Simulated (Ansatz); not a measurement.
Input and output of a self-consistent single point for ZnS (P6_3mc, 4 atoms in the cell) (Ansatz, a quantum-chemistry and plane-wave program)

Level of theory: PBE (plane waves, PAW; Ansatz).

The input file:

Ansatz 0.2 input:
```yaml
crystal:
  lattice:
    - [3.805800, 0.000000, 0.000000]
    - [-1.902900, 3.295919, 0.000000]
    - [0.000000, 0.000000, 6.237980]
  atoms:
    - { symbol: Zn, position: [0.333333, 0.666667, 0.000140] }
    - { symbol: Zn, position: [0.666667, 0.333333, 0.500140] }
    - { symbol: S, position: [0.333333, 0.666667, 0.374860] }
    - { symbol: S, position: [0.666667, 0.333333, 0.874860] }
basis:
  ecutwfc: 420.0
kpoints:
  mp_grid: { grid: [8, 8, 5] }
hamiltonian:
  xc: pbe
  pseudopotentials: { kind: paw }
scf:
  occupations: { method: fermi_dirac, width: 0.05 }
output:
  forces: true
  eigenvalues: true
  stress: true
```

Log, with long lists cut:

```
WARN the atoms were moved onto the symmetric positions of the space group found under crystal.symmetry.tolerance 1.0e-5 (fractional …
WARN ansatz: RAYON_NUM_THREADS=1 ignored (pool sized by the plan → 1); use --threads N
Pseudopotentials: kind: paw
Pseudopotential: Zn, paw, valence charge 12
Pseudopotential: S, paw, valence charge 6
Crystal: 4 atoms, lattice volume = 78.247 Å³
Basis set: ecut = 420 eV, 1521 PW (Γ), exchange–correlation on 54×54×90 points (8 copies of the dense FFT grid, shifted against one another)
Bands: 22, of which v1, the nominal top of the filled ones, is band 18 counted from 1 (17 counted from 0)
Symmetry: 12 space group operations
Space group: P63mc (ITA 186), of the structure as read, at distance tolerance 4.3e-5 Å
k-points: 30 of 320 (time reversal used)
Initial density: superposition of atomic densities (neutral atoms: chi_scale 0, normalization atom), corrected by the library's trained network
Initial wavefunctions: pseudopotential atomic-orbital guess
Eigensolver: davidson
Functional: x = pbe(κ = 0.804, μ = 0.2195149727645171), c = pbe(β = 0.06672455060314922)
SCF iter   1: F=—  HF=-8445.439174 eV  |F-HF|=—  |Δ(HF+E_count)|=         —  Δρ=5.04e-4  dr2=2.03e-4  ethr=1.77e-3  ⟨swp⟩=5.6  Hψ=3107  notcnv=0
all-band conjugate gradients solve this SCF's bands
preconditioner: auto → Resta (q_TF=auto, 2.397 Å⁻¹)
SCF iter   2: F=—  HF=-8445.439590 eV  |F-HF|=—  |Δ(HF+E_count)|=   4.17e-4  Δρ=4.35e-4  dr2=1.16e-4  ethr=5.63e-7  ⟨swp⟩=2.8  Hψ=1577  notcnv=0
SCF iter   3: F=—  HF=-8445.439665 eV  |F-HF|=—  |Δ(HF+E_count)|=   7.45e-5  Δρ=1.35e-4  dr2=1.28e-5  ethr=3.23e-7  ⟨swp⟩=2.0  Hψ=1141  notcnv=0
SCF iter   4: F=—  HF=-8445.439612 eV  |F-HF|=—  |Δ(HF+E_count)|=   5.26e-5  Δρ=6.68e-5  dr2=3.73e-6  ethr=3.55e-8  ⟨swp⟩=2.0  Hψ=1200  notcnv=0
SCF iter   5: F=—  HF=-8445.439612 eV  |F-HF|=—  |Δ(HF+E_count)|=   5.23e-7  Δρ=2.36e-5  dr2=3.98e-7  ethr=1.04e-8  ⟨swp⟩=2.1  Hψ=1069  notcnv=0
SCF iter   6: F=-8445.439612 eV  HF=-8445.439612 eV  |F-HF|=2.96e-9  |Δ(HF+E_count)|=   3.30e-7  Δρ=1.03e-5  dr2=6.67e-8  ethr=2.78e-10  ⟨swp⟩=5.0  Hψ=3005  notcnv=0
SCF 1 converged in 6 iterations: F = -8445.439612 eV  dr2 = 6.67e-8
SCF converged after 6 iterations
Free energy (F): -8445.439612 eV
Harris-Foulkes:  -8445.439612 eV  (|F-HF|=2.96e-9)
Internal energy: -8445.439612 eV  (E = F + TS)
E sigma→0 (E₀):  -8445.439612 eV
Fermi energy:    7.054804 eV
--- Per-component energies (eV) ---
  E_band       = 13.166986
  E_kinetic    = 477.267402
  E_local      = -4076.948193  (includes V_loc(G=0)·N_el)
  E_nonlocal   = 1285.407504
  E_hartree    = 1705.688513
  E_xc         = -469.120917
  E_vxc        = -279.536831  (∫ρ·V_xc dr)
  E_paw        = -4856.915539  (= ΣΔE_a)
  E_vpaw       = -804.395704  (= ΣTr[D̂ρ^β])
  E_aug_tail   = -0.000746  (compensation charges beyond the density's cutoff)
  E_ewald      = -2510.817637
  E_smearing   = -0.000000  (= −TS)
  E_closure    = -0.000000  (closes the sum)
  Σ components = -8445.439612   (vs F -8445.439612, Δ=0.00e0)
--- Forces (eV/Å), atoms counted from 1 ---
  atom   1  Zn    -0.00000000    -0.00000000     0.01068713
  atom   2  Zn     0.00000000     0.00000000     0.01068713
  atom   3  S      0.00000000    -0.00000000    -0.01070635
  atom   4  S     -0.00000000     0.00000000    -0.01070635
  max |Σ_I F_I| component: 3.85e-5 eV/Å
--- Stress (GPa, compression-positive) ---
        2.306370       0.000000       0.000000
        0.000000       2.306370       0.000000
        0.000000       0.000000       2.366357
  P = ⅓ Tr σ = 2.3264 GPa (23.264 kbar)
  The stress holds the Pulay correction. Without it, at fixed plane waves, as pw.x and ABINIT print it: P = 2.2579 GPa
--- Band table (eV; the first three rows and the last of 30) ---
  k-point 0: bands = ["-7.3126", "-6.3643", "-0.4577", "-0.4462", "-0.4462", "-0.3630", "-0.3630", "0.0063", "0.0063", "0.0852", "0.0852", "0.2395", "0.5498", "5.0127", "5.0127", "5.8382", "5.9135", "5.9135", "8.1342", "9.0117", "12.1949", "12.1949"]
  k-point 1: bands = ["-7.2350", "-6.4711", "-0.4633", "-0.4409", "-0.4409", "-0.3737", "-0.3737", "-0.1430", "0.0159", "0.0159", "0.0798", "0.0798", "1.2604", "5.0592", "5.0920", "5.0920", "5.8197", "5.8197", "8.7994", "9.1118", "12.2218", "12.2529"]
  k-point 2: bands = ["-7.0211", "-6.7313", "-0.4587", "-0.4244", "-0.4244", "-0.3988", "-0.3988", "-0.3824", "0.0389", "0.0389", "0.0634", "0.0634", "2.3944", "3.7206", "5.3055", "5.3055", "5.5828", "5.5828", "9.3652", "9.4653", "12.2905", "12.4684"]
  k-point 29: bands = ["-6.1544", "-6.1100", "-0.3592", "-0.3190", "-0.3023", "-0.2229", "-0.0977", "-0.0885", "0.0271", "0.0275", "0.3253", "0.3704", "1.1050", "1.2450", "2.7727", "3.2827", "4.3300", "4.5612", "10.2975", "10.6192", "11.8166", "12.3808"]
```

The run converged in 6 iterations.

The starting cell comes from a database of computed structures (which also holds hypothetical and non-ambient phases and stackings), without a prior relaxation at this level. Ansatz's pressure includes its estimate of the finite-basis (Pulay) stress.
